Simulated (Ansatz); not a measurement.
Effect of pressure 0.3 GPa on TiN

Start from TiN in the rock salt structure (space group Fm-3m, No. 225; a = 4.2040 Å).

Now apply this change: cell and atoms relaxed at a pressure of 0.3 GPa.

The values are results of DFT with PBEsol, PAW potentials and a 420 eV plane-wave cutoff in Ansatz (a first-principles code), spin-orbit coupling left out, not measurements. Settings: 19×19×19 k-points, 0.05 eV Fermi–Dirac smearing.

The volume per atom hardly moves (9.29 Å³ against 9.28 Å³) and the density stays essentially unchanged (5.53 g/cm³ against 5.54 g/cm³). The lattice parameter a is nearly the same (4.204 Å against 4.203 Å) and the enthalpy H = E + PV relative to the base's energy comes out as +0.02 eV/atom. The band gap stays zero.

Final structure:

```
TiN
1.0
    0.00000     2.10131     2.10131
    2.10131     0.00000     2.10131
    2.10131     2.10131     0.00000
Ti N
1 1
Cartesian
  0.00000   0.00000   0.00000
  2.10131   2.10131   2.10131
```

Load acts through the strain it causes; cell and atoms are relaxed under it. Whether these cells are dynamically stable was not tested. The base started in Pnma and relaxed to Fm-3m at this level. All final runs are without spin polarisation. An odd electron count without spin: TiN.
